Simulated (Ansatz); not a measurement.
**MnBr2 (Fd-3m, No. 227, 12 atoms in the cell; start mp-571084; a measured phase of this formula has another space group)**

Computed with r²SCAN in Ansatz (plane waves, PAW).

Run with plane-wave cutoff 500 eV, 6×6×6 k mesh, Fermi–Dirac smearing 0.05 eV, spin-polarised start, scalar-relativistic PAW data made under PBE.

Cell (relaxed at this level):

```cif
data_Br8Mn4
_chemical_formula_sum 'Mn4 Br8'
_space_group_name_H-M_alt 'P 1'
_space_group_IT_number 1
_cell_length_a 7.76779
_cell_length_b 7.76779
_cell_length_c 7.76779
_cell_angle_alpha 60.000
_cell_angle_beta 60.000
_cell_angle_gamma 60.000
loop_
_space_group_symop_operation_xyz
  'x, y, z'
loop_
_atom_site_label
_atom_site_type_symbol
_atom_site_fract_x
_atom_site_fract_y
_atom_site_fract_z
_atom_site_occupancy
Mn1 Mn 0.12500 0.12500 0.62500 1
Mn2 Mn 0.12500 0.62500 0.12500 1
Mn3 Mn 0.12500 0.12500 0.12500 1
Mn4 Mn 0.62500 0.12500 0.12500 1
Br1 Br 0.87958 0.36126 0.87958 1
Br2 Br 0.37042 0.37042 0.37042 1
Br3 Br 0.36126 0.87958 0.87958 1
Br4 Br 0.37042 0.37042 0.88874 1
Br5 Br 0.87958 0.87958 0.36126 1
Br6 Br 0.88874 0.37042 0.37042 1
Br7 Br 0.87958 0.87958 0.87958 1
Br8 Br 0.37042 0.88874 0.37042 1
```

For MnBr2 (Fd-3m, No. 227, 12 atoms in the cell; start mp-571084; a measured phase of this formula has another space group), the band gap comes out as 2.58 eV (on the SCF k mesh).

Note: the magnetic order was assumed, not searched for or taken from measurement; the relaxation could not lower the start's symmetry, so the cell can be a saddle point above a distorted one.

Spin–orbit coupling is not included.

The result took around 6 core-minutes (rough).

A start named mp-… is a Materials Project structure, which need not be a measured phase.

Ansatz is a quantum-chemistry and plane-wave program.
